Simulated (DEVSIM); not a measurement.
System: illuminated Si n-on-p cell, one wavelength, with a back-surface field, at 300 K.

Layer 1 from the left is Si, thickness (μm) 0.270, Nd (cm⁻³) 1.9e18, τn (s) 1.8e-6, τp (s) 1.5e-5, absorption coefficient (cm⁻¹) 130. Layer 2 from the left is Si, thickness (μm) 170, Na (cm⁻³) 9.9e16, τn (s) 0.00014, τp (s) 0.00014, absorption coefficient (cm⁻¹) 130. Layer 3 from the left is Si, thickness (μm) 1.10, Na (cm⁻³) 6.2e18, τn (s) 0.00014, τp (s) 0.00014, absorption coefficient (cm⁻¹) 130.

Left contact: ohmic, minority hole recombination velocity 80000 cm/s. Right contact: ohmic, minority electron recombination velocity 30 cm/s. Voltage is applied to the left contact. Recombination: SRH at mid-gap, radiative, Auger. Light enters at the left, 2.7e16 photons cm⁻² s⁻¹, one pass, no reflection. Mobility is μmin + (μ − μmin)/(1 + (N/Nref)^α).

Constants are typed, rounded textbook-type inputs, not results; the design itself was drawn at random and stands for no fabricated device. Values at 300 K.

Si: gap (eV) 1.124, affinity (eV) 4.05, permittivity 11.7, Nc (cm⁻³) 2.86e19, Nv (cm⁻³) 3.1e19, μn (cm²/Vs) 1417, μp (cm²/Vs) 470, μn,min 52, μp,min 45, Nref,n 9.7e16, Nref,p 2.2e17, αn 0.68, αp 0.72, B (cm³/s) 4.7e-15, Cn (cm⁶/s) 2.8e-31, Cp (cm⁶/s) 9.9e-32.

DEVSIM, 1D drift-diffusion, Boltzmann statistics, complete ionisation; no tunnelling, impact ionisation, image-force lowering or self-heating.

Dark forward current:

| |V| (V) | |J| (A/cm²) |
|---|---|
| 0.20 | 1.381e-9 |
| 0.25 | 8.503e-9 |
| 0.30 | 5.590e-8 |
| 0.35 | 3.785e-7 |
| 0.40 | 2.595e-6 |
| 0.45 | 1.788e-5 |
| 0.50 | 0.0001235 |
| 0.55 | 0.0008535 |
| 0.60 | 0.005897 |
| 0.65 | 0.04060 |
| 0.70 | 0.2728 |
| 0.75 | 1.609 |
| 0.80 | 6.714 |
| 0.85 | 20.65 |
| 0.90 | 57.97 |
| 0.95 | 145.3 |
| 1.00 | 295.1 |
| 1.05 | 500.7 |
| 1.10 | 752.1 |
| 1.15 | 1041 |
| 1.20 | 1363 |
| 1.25 | 1711 |
| 1.30 | 2084 |

**Question.** Work out the local ideality factor n = ΔV / (kT/q · ln(J2/J1)) between the rows 0.20 and 0.25 V, 0.50 and 0.55 V, 1.25 and 1.30 V.

**Answer.** kT/q = 25.85 mV. From 0.20 to 0.25 V: ln(8.503e-9/1.381e-9) = 1.818, n = 1.06, near the 1 of diffusion or emission over a barrier. From 0.50 to 0.55 V: ln(0.0008535/0.0001235) = 1.933, n = 1.00, near the 1 of diffusion or emission over a barrier. From 1.25 to 1.30 V: ln(2084/1711) = 0.197, n = 9.81.

**Question.** What current could the absorbed light give at most, and what share is collected?

**Answer.** Σ αd = 2.23, so qΦ(1 − exp(−Σ αd)) = 3.86 mA/cm². The simulated short-circuit current is 3.733 mA/cm², a share of 0.97.

**Question.** Estimate the open-circuit voltage by superposition: the voltage at which the dark current equals that short-circuit current.

**Answer.** Interpolating ln J in the table gives 0.588 V. The simulation gives 0.588 V, the same within the digits that matter. Superposition holds where collection doesn't change with voltage.

**Question.** Estimate the fill factor from FF0 = (v − ln(v + 0.72))/(v + 1), v = qVoc/(nkT), with n from the dark curve.

**Answer.** The rows about Voc, 0.55 and 0.60 V, give n = 1.00, so v = 22.7 and FF0 = 0.825. The simulation gives 0.824, the same within the digits that matter.
